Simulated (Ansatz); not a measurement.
We consider TaBr5 (C2/m, No. 12), described by r²SCAN (Ansatz, an electronic-structure program, plane waves, PAW).

Run with plane-wave cutoff 560 eV, 4×4×6 k mesh (along the axes of the cell as run), Fermi–Dirac smearing 0.01 eV, scalar-relativistic PAW data made under PBE.

Computed at the level's own relaxed cell.

Estimate the band gap and direct gap at Γ that the calculation returns.


* **band gap**: 2.28 eV (on the SCF k mesh)
* **direct gap at Γ**: 2.32 eV

Note: for a layered or molecular solid the relaxed cell lies over 5 % above the published volume, where the minimum can be shallow; the cell comes from a level without a dispersion term, which matters for the spacing of layers, chains or molecules; the volume lies 7 % above that of the published cell.

Spin–orbit coupling is not included.

Computed values are for the static lattice.
